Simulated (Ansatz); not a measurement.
The starting structures come from a database of crystals and need not be the phases stable at ambient conditions.

 Where the default PAW files enter, the runs use the earlier of Ansatz's two default sets.

By PBEsol, the system below comes out a metal.

A figure of merit of an interconnect metal is its ballistic conductance per area.

```yaml
crystal:
  lattice:
    - [3.98079, 0.00000, 0.00000]
    - [0.00000, 5.30093, 0.00000]
    - [1.99039, 0.00000, 3.44746]
  atoms:
    - { symbol: Ba, position: [0.00000, 0.00000, 0.00000] }
    - { symbol: Si, position: [0.66667, 0.43576, 0.66667] }
    - { symbol: Si, position: [0.33333, 0.56424, 0.33333] }
```

Space group of this cell: P-3m1. The cell is strained (all lengths scaled by 0.98); by PBEsol its mean pressure is 1.0 GPa.

The current flows along the normal of the first two printed cell vectors, the (100) plane of the conventional cell. No spin-orbit coupling; the value is a mean over 0.1 eV about the Fermi level.

State the ballistic conductance per area according to PBEsol (Ansatz, a program for electronic structure).

0.33 × 10¹⁵ S/m² for both spins.
